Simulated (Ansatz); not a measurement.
Ansatz (a program for electronic structure) run on LuAs (Pm-3m, 2 atoms in the cell): self-consistent single point.

Computed with LDA (PW92), default PAW files made with PBE (plane waves; Ansatz).

```
CELL_PARAMETERS angstrom
      3.46945     0.00000     0.00000
      0.00000     3.46945     0.00000
      0.00000     0.00000     3.46945
ATOMIC_POSITIONS crystal
  Lu 0.00000 0.00000 0.00000
  As 0.50000 0.50000 0.50000
```

Reference input (self-consistent single point, DFT, LDA (PW92), plane waves, default PAW files made with PBE): kpoints.mp_grid.grid = 8 8 8; hamiltonian.xc = lda; hamiltonian.pseudopotentials = {kind: paw} (the program's default PAW files); scf.occupations.method = gaussian; scf.occupations.width = 0.0147 Ry. This run's input differs from it in these lines:

Ansatz 0.2 input:
```diff
@@ -11,3 +11,3 @@
   mp_grid:
-    grid: [8, 8, 8]
+    grid: [11, 11, 11]
 hamiltonian:
```

Output (repeated stretches shortened):

```
SCF iter   1: F=—  HF=-19268.645799 eV  |F-HF|=—  |Δ(HF+E_count)|=         —  Δρ=6.09e-3  dr2=1.12e-2  ethr=1.77e-3  ⟨swp⟩=5.5  Hψ=6198  notcnv=0
all-band conjugate gradients solve this SCF's bands
preconditioner: auto → Kerker (q_TF=auto, 2.709 Å⁻¹)
SCF iter   2: F=—  HF=-19268.641296 eV  |F-HF|=—  |Δ(HF+E_count)|=   4.50e-3  Δρ=3.48e-3  dr2=4.49e-3  ethr=2.80e-5  ⟨swp⟩=2.3  Hψ=3221  notcnv=0
SCF iter   3: F=—  HF=-19268.639802 eV  |F-HF|=—  |Δ(HF+E_count)|=   1.49e-3  Δρ=2.40e-3  dr2=1.78e-3  ethr=1.12e-5  ⟨swp⟩=2.9  Hψ=2870  notcnv=0
SCF iter   4: F=—  HF=-19268.639522 eV  |F-HF|=—  |Δ(HF+E_count)|=   2.79e-4  Δρ=1.18e-3  dr2=4.61e-4  ethr=4.44e-6  ⟨swp⟩=2.2  Hψ=2006  notcnv=0
SCF iter   5: F=—  HF=-19268.639429 eV  |F-HF|=—  |Δ(HF+E_count)|=   9.27e-5  Δρ=2.71e-4  dr2=2.69e-5  ethr=1.15e-6  ⟨swp⟩=2.4  Hψ=2236  notcnv=0
SCF iter   6: F=—  HF=-19268.639420 eV  |F-HF|=—  |Δ(HF+E_count)|=   9.37e-6  Δρ=4.55e-5  dr2=8.05e-7  ethr=6.72e-8  ⟨swp⟩=2.2  Hψ=2513  notcnv=0
SCF iter   7: F=-19268.639420 eV  HF=-19268.639420 eV  |F-HF|=1.99e-8  |Δ(HF+E_count)|=   5.10e-7  Δρ=5.25e-6  dr2=7.95e-9  ethr=2.50e-10  ⟨swp⟩=7.2  Hψ=10083  notcnv=0
SCF 1 converged in 7 iterations: F = -19268.639420 eV  dr2 = 7.95e-9
Free energy (F): -19268.639420 eV
Internal energy: -19268.618920 eV  (E = F + TS)
E sigma→0 (E₀):  -19268.629170 eV
Entropy (-TS):   -0.020500 eV (-10.250 meV/atom)
Fermi energy:    15.230435 eV
--- Forces (eV/Å), atoms counted from 1 ---
  atom   1  Lu    -0.00000000     0.00000000    -0.00000000
  atom   2  As    -0.00000000    -0.00000000     0.00000000
--- Stress (GPa, compression-positive) ---
       -3.969875       0.000000       0.000000
       -0.000000      -3.969875       0.000000
        0.000000       0.000000      -3.969875
  P = ⅓ Tr σ = -3.9699 GPa (-39.699 kbar)
  The stress holds the Pulay correction. Without it, at fixed plane waves, as pw.x and ABINIT print it: P = -4.0160 GPa
```

The run converged in 7 iterations. Against the reference run the free energy falls by 7.1 meV/atom and the pressure goes from -3.86 to -3.97 GPa.

The starting cell comes from a database of computed structures (which also holds hypothetical and non-ambient phases and stackings), without a prior relaxation at this level. Its lattice was rescaled by a random factor within 2.5 % of one. With a pressure of about -4 GPa the cell is away from its equilibrium volume at this level. Ansatz's pressure includes its estimate of the finite-basis (Pulay) stress. The run gives no clean gap (levels at the Fermi energy touch, overlap or are partly filled at this smearing), which alone does not show that the compound is a metal.
